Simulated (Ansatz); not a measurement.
Consider MoSi2 (space group I4/mmm, No. 139; a = 3.174 Å, c = 7.779 Å; relaxed with 0.1 eV smearing). Axes: x, y, z lie along a, b, c of the conventional cell.

All numbers come from Ansatz (a first-principles code) LDA, scalar-relativistic without spin-orbit coupling.

Base values:

```
Property                         Result
-----------------------------  --------
Band gap                           zero
Shortest interatomic distance  256.4 pm
```

Perturbation: uniaxial strain ε_zz = −2.00 %, all other strain components held at zero; the atoms relax in the strained cell.

Q: What does the calculation give for the energy relative to the base, stress, band gap and shortest interatomic distance after the change?

A: The energy rises by 9.2 meV/atom; the stress (xx, yy, zz, yz, xz, xy; compression positive) amounts to (2.1, 2.1, 11.7, 0.0, 0.0, 0.0) GPa; the band gap stays zero; the shortest interatomic distance decreases by 4.54 pm to 251.8 pm.

Stability against distortions was not tested. The final runs are not spin-polarised.
